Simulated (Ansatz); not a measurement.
Abridged Ansatz (an electronic-structure program) output:

```
Pseudopotential: Sr, paw, valence charge 10
Pseudopotential: Zr, paw, valence charge 12
Pseudopotential: O, paw, valence charge 6
Crystal: 10 atoms, lattice volume = 137.045 Å³
Basis set: ecut = 420 eV, 2709 PW (Γ), exchange–correlation on 80×80×80 points (8 copies of the dense FFT grid, shifted against one another)
Bands: 50, of which v1, the nominal top of the filled ones, is band 40 counted from 1 (39 counted from 0)
Symmetry: 8 space group operations
k-points: 95 of 512
Functional: x = pbesol(κ = 0.804, μ = 0.12345679012345678), c = pbesol(β = 0.046)
SCF iter   1: F=—  HF=-18625.207598 eV  |F-HF|=—  |Δ(HF+E_count)|=         —  Δρ=1.58e-2  dr2=2.94e-1  ethr=1.77e-3  ⟨swp⟩=10.5  Hψ=25327  notcnv=0  defer=27
SCF iter   2: F=—  HF=-18625.139692 eV  |F-HF|=—  |Δ(HF+E_count)|=   6.79e-2  Δρ=4.53e-3  dr2=1.86e-2  ethr=3.68e-4  ⟨swp⟩=2.9  Hψ=8949  notcnv=0  defer=356
SCF 1 converged in 9 iterations: F = -18625.135469 eV  dr2 = 1.28e-10
SCF converged after 9 iterations
Free energy (F): -18625.135469 eV
Internal energy: -18625.135469 eV  (E = F + TS)
E sigma→0 (E₀):  -18625.135469 eV
Fermi energy:    10.867674 eV
--- Forces (eV/Å), atoms counted from 1 ---
  atom   1  Sr     0.00000000     0.00000000     0.00020413
  atom   2  Sr     0.00000000     0.00000000    -0.00020413
  atom   3  Zr     0.00000000     0.00000000     0.00000000
  atom   4  Zr     0.00000000    -0.00000000     0.00000000
  atom   5  O      0.00000000     0.00000000    -0.00028905
  atom   6  O      0.00000000     0.00000000     0.00028905
  atom   7  O      0.00000000     0.00000660     0.00000000
  atom   8  O      0.00000000    -0.00000660     0.00000000
  atom   9  O      0.00000000    -0.00000660    -0.00000000
  atom  10  O      0.00000000     0.00000660     0.00000000
--- Stress (GPa, compression-positive) ---
       -0.005629       0.000000       0.000000
        0.000000      -0.002973       0.000000
        0.000000       0.000000      -0.003463
  P = ⅓ Tr σ = -0.0040 GPa (-0.040 kbar)
```

Task: What was computed, and what are the main results?

Result: SrZrO3, 10 atoms in the cell, with PBEsol (Ansatz), no spin-orbit coupling. The last SCF converged to F = -18625.135469 eV, or -1862.5135 eV per atom, at a pressure of 0.00 GPa. The total energy compares only with runs of the same code, potentials and settings.

Stability against distortions was not tested. The cell is SrZrO3 (space group Imma, No. 74; a cell from a computed database, its experimental status unchecked).
